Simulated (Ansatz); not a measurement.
Si (diamond structure), Σ9 (221) [1-10] symmetric tilt. One Sb atom replaces one Si atom in a bicrystal of 48 atoms (one solute to 45 Å² of one boundary, a high coverage); atoms relaxed, cell held. Energies count from the site farthest from both boundaries, which lies only 5.4 Å away; negative means that the solute is drawn to the site. The cell is neutral, and spin is allowed where the electrons are odd. k-points: Γ-centred 2×6×1 mesh; occupations: Fermi-Dirac, 0.050 eV; spin-polarised, moments started parallel. Scalar-relativistic, no spin-orbit coupling.

Sites tried, by distance from the nearest boundary plane (Å): 0.20, 0.72, 1.14, 2.13.

Q: Does Sb segregate by PBE run with Ansatz (a quantum-chemistry and plane-wave program), and with what energy at each site?

A: 0.20 Å: -0.14 eV; 0.72 Å: -0.14 eV; 1.14 Å: -0.14 eV; 2.13 Å: 0.00 eV. The most favoured site tried binds it by 0.14 eV.
